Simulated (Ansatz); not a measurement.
Results of HSE06 (PAW; Ansatz, a first-principles code) for GeSe (Fm-3m, No. 225, 2 atoms in the cell; start mp-10759; a measured phase of this formula has another space group).

Settings: plane-wave cutoff 520 eV, 8×8×8 k mesh, scalar-relativistic PAW data made under PBE.

Computed at the level's own relaxed cell.

Elastic tensor (GPa, Voigt notation, ions relaxed):

```
  175.6     7.8     7.8     0.0     0.0     0.0
    7.8   175.6     7.8     0.0     0.0     0.0
    7.8     7.8   175.6     0.0     0.0     0.0
    0.0     0.0     0.0    34.1     0.0     0.0
    0.0     0.0     0.0     0.0    34.1     0.0
    0.0     0.0     0.0     0.0     0.0    34.1
```

Worked from these constants: the tetragonal shear constant is C′ = (C11 − C12)/2 = 83.9 GPa against C44 = 34.1 GPa, so the C44 shear is the softer. The Zener ratio C44/C′ is 0.41 (1 for an isotropic solid), and the Cauchy pressure C12 − C44 is -26.3 GPa. With C11 + 2C12 = 191.2 GPa all three Born conditions hold; they don't test modes at the zone boundary.

Note: the relaxation could not lower the start's symmetry, so the cell can be a saddle point above a distorted one.

Computed values are for the static lattice.

A start named mp-… is a Materials Project structure, which need not be a measured phase.
